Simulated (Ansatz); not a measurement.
Habitual settings against a tight run: a (111) slab of Ti2CuSb3 (cut from a parent of space group no. 115; 18 atoms in the cell)

Self-consistent single point.

```
CELL_PARAMETERS angstrom
      5.28832     0.00000     0.00000
      2.64416     8.54443     0.00000
      0.00000     0.00000    20.33650
ATOMIC_POSITIONS crystal
  Ti 0.85825 0.28350 0.34421
  Ti 0.14360 0.71281 0.40398
  Ti 0.40613 0.18773 0.47011
  Ti 0.69148 0.61704 0.52989
  Ti 0.95402 0.09197 0.59602
  Ti 0.23936 0.52128 0.65579
  Cu 0.75092 0.99815 0.37410
  Cu 0.29881 0.90239 0.50000
  Cu 0.84669 0.80662 0.62590
  Sb 0.69439 0.61123 0.38984
  Sb 0.30746 0.38508 0.35835
  Sb 0.25092 0.99815 0.37410
  Sb 0.24227 0.51546 0.51574
  Sb 0.85534 0.28931 0.48426
  Sb 0.79881 0.90239 0.50000
  Sb 0.79015 0.41970 0.64165
  Sb 0.40323 0.19355 0.61016
  Sb 0.34669 0.80662 0.62590
```

Method: LDA (PW92), default PAW files made with PBE (plane waves; Ansatz, a quantum-chemistry and plane-wave program).

Base settings: basis.ecutwfc = 420 eV; kpoints.mp_grid.grid = 3 3 1; hamiltonian.xc = lda; hamiltonian.pseudopotentials = {kind: paw} (the program's default PAW files); scf.occupations.method = fermi_dirac; scf.occupations.width = 0.136 eV; efield.axis = 3; efield.dipole_correction = true.

Tight run (finer mesh or higher cutoff; not a proven limit): basis.ecutwfc: 420 eV → 590 eV; kpoints.mp_grid.grid: 3 3 1 → 5 5 1; scf.convergence.dr2_threshold: default (1e-07 eV) → 1e-09 eV. It gave Fermi level (on the code's own zero) 2.57 eV; largest force (vector length) 1.383 eV/Å.

Quick runs, as changes from the base:
- A: the base itself
- B: basis.ecutwfc: 420 eV → 210 eV; kpoints.mp_grid.grid: 3 3 1 → 2 2 1
- C: basis.ecutwfc: 420 eV → 335 eV; kpoints.mp_grid.grid: 3 3 1 → 2 2 1; scf.occupations.width: 0.136 eV → 0.5 eV
- D: basis.ecutwfc: 420 eV → 250 eV; kpoints.mp_grid.grid: 3 3 1 → 1 1 1; scf.convergence.dr2_threshold: default (1e-07 eV) → 0.001 eV
- E: basis.ecutwfc: 420 eV → 250 eV; hamiltonian.xc: lda → pbesol [PBEsol]

Energies are extrapolated to zero smearing width, which holds to low order in the width alone.

Dashes: time of B, D, under 30 s; energy of E, another energy zero.

† marks runs with another functional, U, potentials or spin treatment: their distance from the tight run is not a convergence error alone.

The count of work is k-points × plane waves × bands × iterations; it is no time. Core times come from one kind of shared machine and are given to one figure; runs under 30 s give none.

The starting cell comes from a database of computed structures (which also holds hypothetical and non-ambient phases and stackings), without a prior relaxation at this level. The slab is cut from that crystal, and its faces are unrelaxed. Its lattice was rescaled in the plane by a random factor within 2.5 % of one. Spin polarisation is off. In the base run, forces exceed 1 eV/Å. Without a gap this mesh is coarse (it stands for a supercell whose shortest in-plane vector is 16 Å).

| run | energy less tight (meV/atom) | largest miss in a force vector (eV/Å) | count of work / tight | core time / tight (rough) |
|---|---|---|---|---|
| A | -3.7 | 0.075 | 0.20 | 0.1 |
| B | 6414.9 | 0.607 | 0.061 | – |
| C | -14.0 | 0.475 | 0.14 | 0.08 |
| D | 1510.8 | 1.799 | 0.013 | – |
| E† | – | 0.370 | 0.098 | 0.09 |

Among the runs at the tight run's level, the energy misses run from 3.7 to 6414.9 meV/atom.

Left out of this page: 1 run of the series outside the window shown, repeating another row's setting, or not comparable.

Keys are those of Ansatz 0.2.
